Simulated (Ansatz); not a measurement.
Consider Cu vacancy in fcc Cu, neutral cell. All values below come from PBE, PAW (plane waves to 420 eV; Ansatz, a quantum-chemistry and plane-wave program).

Settings: 32 host sites, the relaxed PBE lattice, a 3×3×3 k-point mesh shifted by half a step, smearing 0.10 eV, spin-restricted, no image-charge correction. Energies are static. Forms of the defect that were not tried may lie lower.

Barriers: single points on a 5×5×5 k-point mesh shifted by half a step at the bands' geometries.

Relaxed starting cell (atoms counted from 1):

```
Cu
1.0
    7.26000     0.00000     0.00000
    0.00000     7.26000     0.00000
    0.00000     0.00000     7.26000
Cu
31
Cartesian
 -0.00058  -0.00302   3.64252
  0.00062   3.62681   0.01149
 -0.00008   3.62693   3.64198
  3.62951  -0.00338   0.01265
  3.63128  -0.00305   3.64150
  3.62879   3.62696   0.01173
  3.63045   3.62698   3.64224
  0.00007   1.79340   1.80854
  0.00043   1.79279   5.47431
 -0.00051   5.46005   1.80956
 -0.00035   5.46141   5.47536
  3.63027   1.80627   1.82018
  3.62944   1.80634   5.46338
  3.62983   5.44769   1.82104
  3.63047   5.44748   5.46409
  1.79587  -0.00244   1.81059
  1.79808  -0.00284   5.47459
  1.80944   3.62744   1.82139
  1.80888   3.62738   5.46300
  5.46452  -0.00325   1.80694
  5.46305  -0.00358   5.47730
  5.45050   3.62633   1.82114
  5.45096   3.62696   5.46280
  1.79432   1.79201   0.01254
  1.81000   1.80650   3.64154
  1.79431   5.46235   0.01294
  1.80985   5.44765   3.64249
  5.46437   1.79377   0.01108
  5.45032   1.80576   3.64210
  5.46463   5.45949   0.01329
  5.45049   5.44781   3.64207
```

End state 1 differs by these moves (Å; atoms that move under 0.08 Å are left out):

| atom | element | Δx | Δy | Δz |
|---|---|---|---|---|
| 10 | Cu | 0.00 | 1.77 | -1.77 |

What is the computed forward and backward barriers to end state 1 (PBE, PAW)?

forward 0.75 eV, backward 0.75 eV; at the saddle point atom 10 has neighbours 4 Cu at 2.37, 4 Cu at 2.80 Å. The saddle point's order was not checked, and it lies on a symmetry element of the cell, where a band can be held.
